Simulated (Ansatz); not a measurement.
Results of PBEsol (plane waves, PAW; Ansatz, an electronic-structure program) for MgO (P6₃mc, No. 186, 4 atoms in the cell; start mp-549706; a measured phase of this formula has another space group).

Numerical settings: plane-wave cutoff 520 eV, 12×12×8 k mesh (along the axes of the cell as run), Fermi–Dirac smearing 0.01 eV, scalar-relativistic PAW data made under PBE.

Cell (relaxed at this level):

```xyz
4
Lattice="3.3028 0.0000 0.0000 -1.6514 2.8603 0.0000 0.0000 0.0000 5.0210" Properties=species:S:1:pos:R:3 pbc="T T T"
Mg     0.0000     1.9069     0.0189
Mg     1.6514     0.9534     2.5294
O      0.0000     1.9069     2.0127
O      1.6514     0.9534     4.5232
```

### Question
What does this level give for the band gap?

### Answer

* **band gap**: 3.36 eV (on the SCF k mesh)

Note: the relaxation could not lower the start's symmetry, so the cell can be a saddle point above a distorted one.

Computed values are for the static lattice.

Cost on a shared machine: roughly 40 core-seconds.

A start named mp-… is a Materials Project structure, which need not be a measured phase.
